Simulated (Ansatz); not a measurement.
## Co₃AlC (Pm-3m, No. 221, 5 atoms in the cell; start mp-10037)

Level of theory: PBEsol in Ansatz (plane waves, PAW).

Run with plane-wave cutoff 520 eV, 16×16×16 k mesh, Fermi–Dirac smearing 0.05 eV, no spin polarisation, scalar-relativistic PAW data made under PBE.

Cell (relaxed at this level):

Space group Pm-3m (No. 221); a = b = c = 3.6786 Å, α = β = γ = 90.00°

```json
[
 {"atom": "Al", "site": "1a", "symmetry": "m-3m", "x": "0.0000", "y": "0.0000", "z": "0.0000"},
 {"atom": "Co", "site": "3c", "symmetry": "4/mm.m", "x": "0.0000", "y": "0.5000", "z": "0.5000"},
 {"atom": "C", "site": "1b", "symmetry": "m-3m", "x": "0.5000", "y": "0.5000", "z": "0.5000"}
]
```

For Co₃AlC (Pm-3m, No. 221, 5 atoms in the cell; start mp-10037), the bulk modulus is 256 GPa.

Note: the run has no spin polarisation, so it can have missed a magnetic state; the bulk modulus is −V dP/dV from two relaxed cells at ±2 % in volume; the relaxation could not lower the start's symmetry, so the cell can be a saddle point above a distorted one.

The computed numbers hold no vibrational or temperature effects.

The result took around 2.5 core-minutes (rough).

A start named mp-… is a Materials Project structure, which need not be a measured phase.

Ansatz is an electronic-structure program.
